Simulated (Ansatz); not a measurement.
Electronic density of states of amorphous Ti20O41Ca, density 3.59 g/cm³, on a 2×2×2 Γ-centred mesh with a Gaussian width of 0.1 eV; energies count from the Fermi level, whose place inside the gap is arbitrary. Cell and mesh are small, so fine structure isn't converged. Calculation: PBE, scalar-relativistic without spin-orbit coupling (plane waves to 420 eV, PAW; Ansatz, an electronic-structure program). Sampling: a 2×2×2 Γ-centred mesh; Fermi-Dirac width 0.02 eV; no spin polarisation. At PBE the levels at the filled edge of the gap are localised (band-tail or defect states).

It comes from a melt-quench run on a machine-learned potential (CHGNet), relaxed afterwards by DFT. O atoms were pushed apart under 1.9 Å during the dynamics, to hinder bonds among them. The hot cell started wider than the set density and was brought back towards it in steps. It is the lowest in DFT energy of 2 quenches. It is a model cell: composition and starting density were chosen by hand, and all elements were melted together. No dispersion term was used. Its density started from a set value of 3.59 and ended at 3.59 g/cm³. Cooling (nominally 240 K/ps over its main leg) ran many orders faster than in experiment, which tends to leave more defects and strain. One small periodic cell is one sample of the glass; other quenches scatter about these values. The volume was held where the preparation left it and the shape relaxed, at a PBE pressure of 0.5 GPa. Stress components on the final sampling reach 0.5 GPa.

(E - EF (eV), states/(eV atom)): (-12.00, 0.00); (-11.90, 0.00); (-11.80, 0.00); (-11.70, 0.00); (-11.60, 0.00); (-11.50, 0.00); (-11.40, 0.00); (-11.30, 0.00); (-11.20, 0.00); (-11.10, 0.00); (-11.00, 0.00); (-10.90, 0.00); (-10.80, 0.00); (-10.70, 0.00); (-10.60, 0.00); (-10.50, 0.00); (-10.40, 0.00); (-10.30, 0.00); (-10.20, 0.00); (-10.10, 0.00); (-10.00, 0.00); (-9.90, 0.00); (-9.80, 0.00); (-9.70, 0.00); (-9.60, 0.00); (-9.50, 0.00); (-9.40, 0.00); (-9.30, 0.00); (-9.20, 0.00); (-9.10, 0.00); (-9.00, 0.00); (-8.90, 0.00); (-8.80, 0.00); (-8.70, 0.00); (-8.60, 0.00); (-8.50, 0.00); (-8.40, 0.00); (-8.30, 0.00); (-8.20, 0.00); (-8.10, 0.00); (-8.00, 0.00); (-7.90, 0.00); (-7.80, 0.00); (-7.70, 0.00); (-7.60, 0.00); (-7.50, 0.00); (-7.40, 0.00); (-7.30, 0.00); (-7.20, 0.00); (-7.10, 0.00); (-7.00, 0.00); (-6.90, 0.00); (-6.80, 0.00); (-6.70, 0.00); (-6.60, 0.00); (-6.50, 0.00); (-6.40, 0.00); (-6.30, 0.00); (-6.20, 0.00); (-6.10, 0.01); (-6.00, 0.08); (-5.90, 0.33); (-5.80, 0.60); (-5.70, 0.68); (-5.60, 0.77); (-5.50, 0.85); (-5.40, 0.83); (-5.30, 0.89); (-5.20, 0.98); (-5.10, 1.06); (-5.00, 1.12); (-4.90, 1.09); (-4.80, 1.10); (-4.70, 1.13); (-4.60, 1.08); (-4.50, 1.03); (-4.40, 0.97); (-4.30, 0.93); (-4.20, 0.83); (-4.10, 0.77); (-4.00, 0.78); (-3.90, 0.83); (-3.80, 0.87); (-3.70, 0.84); (-3.60, 0.81); (-3.50, 0.89); (-3.40, 0.90); (-3.30, 0.83); (-3.20, 0.84); (-3.10, 0.89); (-3.00, 0.83); (-2.90, 0.83); (-2.80, 0.89); (-2.70, 0.89); (-2.60, 0.88); (-2.50, 0.90); (-2.40, 0.93); (-2.30, 0.96); (-2.20, 0.94); (-2.10, 0.94); (-2.00, 0.91); (-1.90, 0.90); (-1.80, 0.89); (-1.70, 0.79); (-1.60, 0.62); (-1.50, 0.45); (-1.40, 0.31); (-1.30, 0.18); (-1.20, 0.03); (-1.10, 0.00); (-1.00, 0.00); (-0.90, 0.00); (-0.80, 0.00); (-0.70, 0.00); (-0.60, 0.00); (-0.50, 0.00); (-0.40, 0.00); (-0.30, 0.00); (-0.20, 0.00); (-0.10, 0.00); (0.00, 0.00); (0.10, 0.00); (0.20, 0.00); (0.30, 0.00); (0.40, 0.00); (0.50, 0.00); (0.60, 0.00); (0.70, 0.00); (0.80, 0.00); (0.90, 0.00); (1.00, 0.00); (1.10, 0.00); (1.20, 0.03); (1.30, 0.17); (1.40, 0.42); (1.50, 0.62); (1.60, 0.84); (1.70, 1.00); (1.80, 1.01); (1.90, 1.01); (2.00, 1.02); (2.10, 0.97); (2.20, 0.96); (2.30, 0.99); (2.40, 0.95)

The level gap on this mesh is 2.62 eV; the broadening fills part of it in the curve.
